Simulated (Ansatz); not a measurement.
Base system: AgCl in the rock salt structure (space group Fm-3m, No. 225; a = 5.447 Å). Axes: x, y, z lie along the cube axes.

Method: PBEsol (Ansatz, a quantum-chemistry and plane-wave program; PAW; 420 eV plane waves; no SOC).

Base values:

| Property | Result |
|---|---|
| Smallest direct gap | 3.03 eV |
| Shortest interatomic distance | 272.4 pm |

Now apply this change: compressive biaxial strain of 3.00 % in the plane normal to [001], as in epitaxy on a mismatched substrate; the out-of-plane cell vector and the atoms relax.

**Question.** Predict the new smallest direct gap.

**Answer.** The smallest direct gap rises by 0.125 eV, from 3.03 eV to 3.15 eV.

**Question.** What happens to the shortest interatomic distance?

**Answer.** The shortest interatomic distance decreases by 8.2 pm, from 272.4 pm to 264.2 pm.

**Question.** Predict the new in-plane stress.

**Answer.** The mean in-plane stress (compression positive) comes out as +2.8 GPa.

**Question.** How does this affect the out-of-plane strain?

**Answer.** The out-of-plane strain amounts to +3.96 %.

Stability against distortions was not tested.
